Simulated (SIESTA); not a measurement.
Band structure of Li₃YSb₂ (P-3m1, 6 atoms in the cell).

```
CELL_PARAMETERS angstrom
      4.53148     0.00000     0.00000
     -2.26574     3.92438     0.00000
      0.00000     0.00000     7.18739
ATOMIC_POSITIONS crystal
  Li 0.33333 0.66667 0.65101
  Li 0.66667 0.33333 0.34899
  Li 0.00000 0.00000 0.50000
  Y  0.00000 0.00000 0.00000
  Sb 0.33333 0.66667 0.24925
  Sb 0.66667 0.33333 0.75075
```

Level of theory: GGA PBEsol, numerical atomic orbitals DZP, PseudoDojo PBEsol standard norm-conserving potentials (rewritten from UPF to PSML) (SIESTA).

Settings: XC.functional = GGA; XC.authors = PBEsol; potentials = PseudoDojo PBEsol standard; PAO.BasisSize = DZP; PAO.EnergyShift = 0.01 Ry; MeshCutoff = 400 Ry; kgrid.MonkhorstPack = 6 6 3; OccupationFunction = FD; ElectronicTemperature = 136 meV; PAO.Polarization.NonPerturbative = true; MaxSCFIterations = 150; SCF.Mixer.Method = Broyden; SCF.Mixer.Weight = 0.1; SCF.Mixer.History = 8.

The starting cell comes from a database of computed structures (which also holds hypothetical and non-ambient phases and stackings), without a prior relaxation at this level. Spin-orbit coupling is off. Values carry the incompleteness of an atom-centred basis.

Levels in eV from the Fermi level, bands 22 to 27:
| point | 22 | 23 | 24 | 25 | 26 | 27 |
|---|---|---|---|---|---|---|
| Γ | -1.76 | -0.07 | -0.07 | 0.34 | 1.04 | 1.17 |
| M | -2.60 | -2.21 | -2.09 | -1.73 | 0.36 | 2.44 |
| K | -3.03 | -2.36 | -2.26 | -2.26 | 1.38 | 2.40 |
| A | -1.57 | -1.57 | -0.53 | -0.53 | 0.94 | 0.94 |
| L | -2.43 | -2.25 | -1.19 | -0.88 | -0.02 | 1.94 |
| H | -3.42 | -3.26 | -1.49 | -1.49 | 1.54 | 1.54 |

Bands cross the Fermi level along this path, so the cell is metallic at this level.

Higher empty bands are left out: an atom-centred basis made for the valence describes them poorly.
